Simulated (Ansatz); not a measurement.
Start from Ga2O3 in the corundum structure (space group R-3c, No. 167; a = 5.000 Å, c = 13.449 Å (hexagonal axes)). Axes: x lies along a and z along c of the hexagonal cell.

Level of theory: Ansatz (a first-principles code) PBEsol, scalar-relativistic without spin-orbit coupling.

For the base:

| Quantity | Value |
|---|---|
| Smallest direct gap | 2.95 eV |
| Band gap | 2.70 eV |

One thing is altered: a pure shear with ε_xz = ε_zx = 0.0080, atoms relaxed at fixed cell.

**Question.** What does the calculation give for the energy relative to the base after the change?

**Answer.** The energy rises by 0.6 meV/atom.

**Question.** How does this affect the smallest direct gap?

**Answer.** The smallest direct gap stays 2.95 eV.

**Question.** Predict the new stress.

**Answer.** The stress (xx, yy, zz, yz, xz, xy; compression positive) is (0.06, 0.04, 0.06, -0.01, -1.30, -0.27) GPa.

**Question.** How does this affect the band gap?

**Answer.** The band gap goes up by 0.01 eV to 2.71 eV.

The cells carry an imposed strain or load. Whether these cells are dynamically stable was not tested.
